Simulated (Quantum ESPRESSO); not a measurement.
Quantum ESPRESSO 7.5, DFT, PBE, plane waves, PseudoDojo 0.5 standard norm-conserving PBE (local tails restored to the Coulomb form): 3C-SiC, 2 atoms. Basis and mesh were picked for this test and aren't claimed converged.

```fortran
&CONTROL
  calculation = 'scf'
  pseudo_dir = './pseudo'
  outdir = './out'
  tprnfor = .true.
  tstress = .false.
/
&SYSTEM
  ibrav = 0
  nat = 2
  ntyp = 2
  ecutwfc = 82.0
  ecutrho = 328.0
  occupations = 'fixed'
  nosym = .true.
/
&ELECTRONS
  conv_thr = 2e-09
/
ATOMIC_SPECIES
Si 28.0850 Si.upf
C 12.0110 C.upf
CELL_PARAMETERS angstrom
  0.000000000000   2.180000000000   2.180000000000
  2.180000000000   0.000000000000   2.180000000000
  2.180000000000   2.180000000000   0.000000000000
ATOMIC_POSITIONS crystal
Si   0.000000000000   0.000000000000   0.000000000000
C   0.250000000000   0.250000000000   0.250000000000
K_POINTS automatic
10 10 10 0 0 0
```

```bash
OMP_NUM_THREADS=1 mpirun -np 16 pw.x -nk 16 -in pw.in
```

The program reports k-points computed: 504, bands: 4, electrons: 8, G-vectors of the density: 14163, FFT grid: 36×36×36.

It runs on a single node (AMD EPYC (Zen 5), 96 cores on 1 socket, no SMT, 12 L3 cache groups).

On 16 ranks this takes 3.7 s. Each time is the median wall time of two to five repeats, run one at a time on the otherwise empty machine; start-up is included. Unless noted, each process is bound to its own block of adjacent cores. The build: conda-forge: Open MPI 5.0, OpenMP, OpenBLAS 0.3.34 (pthreads), FFTW, ScaLAPACK, ELPA; another build can shift the numbers. Scratch files lie in a memory file system.

Speed this job up; the result has to stay within 1.0 meV/atom in energy. Keep to 16 cores.

Several could match; the one computed here: going from nosym = true to nosym = false (default), one of the fastest among the values tried that keep the result.

```diff
-  nosym = .true.
```

Time: 3.7 s to 1.5 s (2.4× as fast). The largest move is in FFTs of H·ψ (vloc_psi): 1.5 s to 0.26 s. SCF iterations go from 14 to 16. These two results differ by: energy equal as printed. Others tried: noinv = true, nosym = false (default) (1.5 s); noinv = true, nosym = true (6.1 s). Launch, exit and the like take 0.54 s of the 1.5 s.
